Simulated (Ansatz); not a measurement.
Consider SiO$_{2}$ in the rutile structure (space group P4_2/mnm, No. 136; a = 4.236 Å, c = 2.690 Å).

Method: Ansatz (a quantum-chemistry and plane-wave program), PBE, PAW, cutoff 420 eV, scalar-relativistic without spin-orbit coupling, earlier PAW set.

Carriers are added at fixed cell with a uniform background; the Fermi–Dirac width is that of 300 K.

One change was made to it. Results:

```tsv
quantity	base	after
Fermi level relative to the doped band's edge (positive inside the band; to 0.05 eV)	–	+1.60 eV
gap between the host's bands	5.05 eV	5.00 eV
gap character	direct at Γ	direct at Γ
```

Q: Which of these changes matches the shifts?
(A) electrons 5.0×10^21 cm⁻³
(B) electrons 3.0×10^21 cm⁻³
(C) electrons 2.0×10^22 cm⁻³

A: A, electrons 5.0×10^21 cm⁻³. For comparison, the Fermi level from band edge in the other runs: electrons 2.0×10^22 cm⁻³ gives +2.35 eV; electrons 3.0×10^21 cm⁻³ gives +1.25 eV.

Carriers are added with a uniform compensating background; total energy and stress of such cells depend on the potential's zero and are not compared; many-body gap narrowing is missing at this level. Whether these cells are dynamically stable was not tested.
